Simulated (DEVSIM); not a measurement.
Device: abrupt GaAs p-n junction, at 350 K.

Layer 1 from the left is GaAs, thickness (μm) 13.0, Na (cm⁻³) 3.9e16, τn (s) 3.9e-8, τp (s) 3.9e-8. Layer 2 from the left is GaAs, thickness (μm) 0.310, Nd (cm⁻³) 1.6e16, τn (s) 3.9e-8, τp (s) 3.9e-8.

Left contact: ohmic. Right contact: ohmic. Voltage is applied to the left contact. Recombination: SRH at mid-gap, Auger. Mobility is μmin + (μ − μmin)/(1 + (N/Nref)^α).

This is a model device: material constants are rounded textbook-type values typed into the input, and sizes, dopings and lifetimes were drawn at random. Values at 300 K; Nc and Nv go as T^1.5, mobilities as T to minus their exponent, the gap by Varshni's rule with the affinity fixed.

GaAs: gap (eV) 1.424, affinity (eV) 4.07, permittivity 12.9, Nc (cm⁻³) 4.7e17, Nv (cm⁻³) 9e18, μn (cm²/Vs) 8500, μp (cm²/Vs) 400, μn,min 500, μp,min 20, Nref,n 6e16, Nref,p 1.5e17, αn 0.39, αp 0.38, T exponent of μn 2.1, T exponent of μp 2.2, Cn (cm⁶/s) 1e-30, Cp (cm⁶/s) 1e-30, Varshni α (eV/K) 0.000541, Varshni β (K) 204.

Simulated with DEVSIM: 1D drift-diffusion, Boltzmann statistics, complete ionisation; no tunnelling, impact ionisation, image-force lowering or self-heating.

What does the simulation give for the potential step across the device at zero bias, the dark forward voltage at 1 A/cm², the largest field in the device at zero bias?

potential step across the device at zero bias 1.121 V; dark forward voltage at 1 A/cm² 0.891 V; largest field in the device at zero bias 58000 V/cm.
